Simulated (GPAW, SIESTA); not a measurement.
A SIESTA input for a self-consistent single point of ScF₃ (C2, 4 atoms in the cell) (DFT, LDA PW92, numerical atomic orbitals DZP, PseudoDojo LDA standard norm-conserving potentials (rewritten from UPF to PSML)):

```
# files in the folder: Sc.psml F.psml (PseudoDojo LDA standard)
SystemName  ScF3
SystemLabel scf3

NumberOfAtoms                4
NumberOfSpecies              2
%block ChemicalSpeciesLabel
  1 21 Sc
  2 9 F
%endblock ChemicalSpeciesLabel
LatticeConstant              1.0 Bohr
%block LatticeVectors
     4.313934827   -5.800943307    0.000000000
     4.313934827    5.800943307    0.000000000
    -3.192121590    0.000000000    6.907370394
%endblock LatticeVectors
AtomicCoordinatesFormat      ScaledCartesian
%block AtomicCoordinatesAndAtomicSpecies
     4.313934827    5.671698290    0.000000000  1
     3.157747451    2.576662998    5.883490881  2
     2.278000614    2.576662998    1.023879514  2
     2.717874032   -5.024080980    3.453685197  2
%endblock AtomicCoordinatesAndAtomicSpecies

XC.functional                LDA
XC.authors                   PW92
PAO.BasisSize                DZP
PAO.EnergyShift              0.01 Ry
MeshCutoff                   350 Ry
%block kgrid.MonkhorstPack
    8   0   0  0.0
    0   8   0  0.0
    0   0   7  0.0
%endblock kgrid.MonkhorstPack
OccupationFunction           FD
ElectronicTemperature        10 K

MaxSCFIterations             150
SCF.Mixer.Method             Broyden
SCF.Mixer.Weight             0.25
SCF.Mixer.History            8
SCF.DM.Tolerance             1.0E-04
Diag.ParallelOverK           true
WriteForces                  true
```

Translate this input to GPAW.

This is the input that was run; spellings and numerical settings could be chosen otherwise.

```python
from ase import Atoms
from ase.units import GPa
from gpaw import GPAW

atoms = Atoms(['Sc', 'F', 'F', 'F'],
              cell=[[2.282836, -3.069727, 0.000000],
                    [2.282836, 3.069727, 0.000000],
                    [-1.689198, 0.000000, 3.655223]],
              scaled_positions=[[0.011140, 0.988860, 0.000000],
                                [0.459040, 0.903220, 0.851770],
                                [0.096780, 0.540960, 0.148230],
                                [0.933040, 0.066960, 0.500000]],
              pbc=True)

calc = GPAW(mode={'name': 'pw', 'ecut': 900},
            xc='LDA',
            kpts={'size': (8, 8, 7), 'gamma': True},
            occupations={'name': 'fixed-uniform'},
            nbands=-6,
            convergence={'density': 1e-05, 'bands': -4},
            symmetry={'symmorphic': False, 'tolerance': 0.0005},
            maxiter=100,
            txt='-')

atoms.calc = calc

energy = atoms.get_potential_energy()
print('Energy (eV):', round(energy, 6))
forces = atoms.get_forces()
print('Forces (eV/Ang):')
print(forces.round(5))
stress = atoms.get_stress()
print('Stress (GPa, Voigt):', (stress / GPa).round(4))
```

Basis, cutoffs, solver keys and any potentials are the target program's own. This input uses DFT LDA (Perdew-Wang 92), plane waves, GPAW PAW datasets LDA (gpaw-data 1.0.1). LDA parametrisations can differ slightly between programs.

The starting cell comes from a database of computed structures (which also holds hypothetical and non-ambient phases and stackings), without a prior relaxation at this level. Its lattice was rescaled by a random factor within 2.5 % of one.
